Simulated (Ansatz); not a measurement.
## SnTe: pressure series

Start from SnTe in the rock salt structure (space group Fm-3m, No. 225; a = 6.289 Å).

Cell and atoms are relaxed at each pressure.

Level of theory: PBEsol (Ansatz, an electronic-structure program; PAW; 420 eV plane waves; no SOC).

Notes on the quantities. enthalpy: H = E + PV relative to the base's energy.

| case | enthalpy | lattice parameter a |
|---|---|---|
| base | – | 6.289 Å |
| pressure −2 GPa | -0.40 eV/atom | 6.389 Å |
| pressure 15 GPa | +2.60 eV/atom | 5.876 Å |
| pressure 30 GPa | +4.83 eV/atom | 5.657 Å |
| pressure 50 GPa | +7.51 eV/atom | 5.463 Å |
| pressure 75 GPa | +10.54 eV/atom | 5.301 Å |
| pressure 100 GPa | +13.35 eV/atom | 5.182 Å |

Load acts through the strain it causes; cell and atoms are relaxed under it. No phonon test of stability was made. Competing high-pressure phases were not computed. All final runs are without spin polarisation.
